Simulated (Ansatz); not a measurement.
# Effective masses and thermopower of ZnSe under load (space group I-4m2)

Input:

```xyz
2
Lattice="0.0000 2.7788 2.9227 2.7788 0.0000 2.9227 2.7788 2.7788 0.0000" Properties=species:S:1:pos:R:3 pbc="T T T"
Zn     0.0000     0.0000     0.0000
Se     4.1682     4.1682     4.3840
```

Method: PBEsol with spin-orbit coupling, rigid bands (plane waves, PAW; Ansatz, an electronic-structure program). Condition of this run: uniaxial stress zz = -2 GPa (compression positive) (the target of the relaxation). How the cell was made: cell and atoms relaxed with PBEsol, then loaded as said.

The band gap comes out as 0.99 eV and the electron conductivity mass (300 K, dilute) is 0.095 (x), 0.095 (y), 0.101 (z) mₑ. The hole conductivity mass (300 K, dilute) is 0.44 (x), 0.44 (y), 0.79 (z) mₑ and the effective density of states N_c (300 K) comes out as 7.2e17 cm⁻³. The effective density of states N_v (300 K) is 7.1e18 cm⁻³, the density-of-states mass, electrons comes out as 0.093 mₑ and the density-of-states mass, holes is 0.43 mₑ. The Seebeck coefficient, n-type 1e19 cm⁻³, 300 K is -63 μV/K, the Seebeck coefficient, p-type 1e19 cm⁻³, 300 K comes out as 245 μV/K and the best p-type power factor at 300 K for τ = 10 fs (best axis; densities from 1e16 to 1e21 cm⁻³ tried, whether or not they can be reached) is 7.6 μW/(cm·K²) at 3e20 cm⁻³.

Rigid bands; masses and Seebeck coefficients take one relaxation time τ for all states and one kind of carrier; polarons and phonon drag are left out.
